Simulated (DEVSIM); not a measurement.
Structure: Co/HfO2/SiO2/p-Si capacitor, at 300 K.

Layer 1 from the left is HfO2, thickness (nm) 2.80. Layer 2 from the left is SiO2, thickness (nm) 1.50. Layer 3 from the left is Si, thickness (nm) 610, Na (cm⁻³) 4.4e16.

Metal gate on the left, work function 5 eV. Fixed charge at the semiconductor interface -2.3e11 cm⁻² (in units of +e); no interface traps.

Constants are typed, rounded textbook-type inputs, not results; the design itself was drawn at random and stands for no fabricated device. Values at 300 K.

HfO2: gap (eV) 5.7, affinity (eV) 2.5, permittivity 22. SiO2: gap (eV) 9, affinity (eV) 0.9, permittivity 3.9. Si: gap (eV) 1.124, affinity (eV) 4.05, permittivity 11.7, Nc (cm⁻³) 2.86e19, Nv (cm⁻³) 3.1e19.

Question: Estimate by hand the flat-band voltage, the threshold voltage, and compare with a numerical solution.

Answer: 
- Flat-band voltage: C = 1.73 μF/cm², work-function difference -0.004 V; VFB = φms − qNf/C = 0.02 V; numerical 0.02 V.
- Threshold voltage: φF = 0.394 V, depletion charge √(4εqNφF) = 1.07e-7 C/cm²; VT = VFB + 2φF + Qd/C = 0.87 V; numerical 0.87 V.

Simulated with DEVSIM: 1D Poisson equation in equilibrium, Boltzmann statistics, complete ionisation; no quantum confinement or tunnelling. Metal contacts follow the ideal Schottky-Mott rule: no Fermi-level pinning, no interface dipoles.
